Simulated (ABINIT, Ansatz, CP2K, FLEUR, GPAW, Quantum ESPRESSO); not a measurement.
**One structure in several programs: ZrGeS (P4/nmm, 6 atoms in the cell)**

Self-consistent single point, at a second geometry (lattice scaled by 0.98). First geometry:

```yaml
crystal:
  lattice:
    - [3.54845, 0.00000, 0.00000]
    - [0.00000, 3.54845, 0.00000]
    - [0.00000, 0.00000, 7.87235]
  atoms:
    - { symbol: Zr, position: [0.00000, 0.50000, 0.72519] }
    - { symbol: Zr, position: [0.50000, 0.00000, 0.27481] }
    - { symbol: Ge, position: [0.50000, 0.50000, 0.00000] }
    - { symbol: Ge, position: [0.00000, 0.00000, 0.00000] }
    - { symbol: S, position: [0.00000, 0.50000, 0.37856] }
    - { symbol: S, position: [0.50000, 0.00000, 0.62144] }
```

Shared settings, as Ansatz (a program for electronic structure) writes them: kpoints.mp_grid.grid = 7 7 3; scf.occupations.method = fermi_dirac; scf.occupations.width = 0.136 eV. Potentials and cutoffs stand in the table.

| code | model | ΔF from the first geometry (meV/atom) | pressure (GPa) | largest force (eV/Å) | cutoff |
|---|---|---|---|---|---|
| FLEUR | PBEsol, all-electron FLAPW (FLEUR), scalar-relativistic valence | 74.8 | – | 0.495 | Kmax 4.4 1/bohr |
| GPAW | PBEsol, GPAW PAW datasets PBEsol (made by gpaw-setup) | 72.3 | 17.55 | 0.499 | 550 eV |
| Quantum ESPRESSO | PBEsol, PSlibrary ultrasoft (PBE) pseudopotentials | 81.3 | 19.26 | 0.523 | 55 Ry |
| ABINIT | PBEsol, PAW (JTH v2.0 PBE PAW, files made for PBE) | 73.8 | 17.44 | 0.483 | 21 Ha |
| Ansatz | PBEsol, PAW files made with PBE | 72.9 | 17.80 | 0.468 | default |
| CP2K | PBEsol, GPW, DZVP-MOLOPT-PBE-GTH basis, GTH-PBE potentials (POTENTIAL_UZH) | 94.6 | 21.73 | 0.629 | grid 500 Ry |

For ABINIT (by 0.5 GPa) the energy change implies a higher mean pressure, against the two pressures, than for the other programs: a sign of finite-basis (Pulay) stress.

Size of the force on each atom (eV/Å): Sizes of forces hide their directions.

| code | Zr1 | Zr2 | Ge3 | Ge4 | S5 | S6 |
|---|---|---|---|---|---|---|
| FLEUR | 0.495 | 0.495 | 0.000 | 0.000 | 0.200 | 0.200 |
| GPAW | 0.499 | 0.499 | 0.000 | 0.000 | 0.175 | 0.175 |
| Quantum ESPRESSO | 0.523 | 0.523 | 0.000 | 0.000 | 0.218 | 0.218 |
| ABINIT | 0.483 | 0.483 | 0.000 | 0.000 | 0.200 | 0.200 |
| Ansatz | 0.468 | 0.468 | 0.000 | 0.000 | 0.199 | 0.199 |
| CP2K | 0.629 | 0.629 | 0.000 | 0.000 | 0.239 | 0.239 |

A dash marks a value that a program does not give, or that is left out as unsure.

The spread over the programs that give each value: ΔF from the first geometry within 22.3 meV/atom; pressure within 4.29 GPa; largest force within 0.161 eV/Å.

CP2K uses small atom-centred bases, whose incompleteness enters pressures, forces and empty levels differently from a plane-wave cutoff. FLEUR treats all electrons, but the usual bases taken here (sphere radii, linearisation, local orbitals, empty states) were not tested for convergence, so the values are no reference for the others. Ansatz's pressure is given at a fixed set of plane waves, as the other plane-wave codes print theirs; with its correction for the finite basis it is 17.84 GPa. In the pressure, Quantum ESPRESSO (by 1.58) and CP2K (by 4.06) lie more than 1 GPa from the median of the plane-wave programs. In the force vectors, CP2K (by 0.138) lies more than 0.08 eV/Å from the median of the plane-wave programs.

The starting cell comes from a database of computed structures (which also holds hypothetical and non-ambient phases and stackings), without a prior relaxation at this level. Its lattice was rescaled by a random factor within 2.5 % of one. For this run, on top of that: lattice scaled by 0.98.

Left out of this page: Elk (not drawn, or without a comparable value).

Keys are those of Ansatz 0.2.
